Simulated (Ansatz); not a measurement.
Consider MgS in the rock salt structure (space group Fm-3m, No. 225; a = 5.1820 Å). Axes: x, y, z lie along the cube axes.

Method: PBEsol in Ansatz (plane waves to 420 eV, PAW, no spin-orbit coupling).

For the base:

```
Property                Value
-------------------  --------
Smallest direct gap   3.69 eV
Pressure             0.00 GPa
```

It is then changed as follows: biaxial strain −4.71 %, plane normal [001], relaxed out of plane (Cartesian); in-plane vectors clamped, the third vector and the atoms free.

Problem. Predict the new smallest direct gap, pressure, out-of-plane strain and energy relative to the base.

Solution. The smallest direct gap rises by 0.39 eV to 4.08 eV; the pressure (mean of the normal stresses, compression positive) goes from zero to 7.35 GPa; the out-of-plane strain is +2.73 %; the energy grows by 50 meV/atom.

Whether these cells are dynamically stable was not tested.

Ansatz is an electronic-structure program.
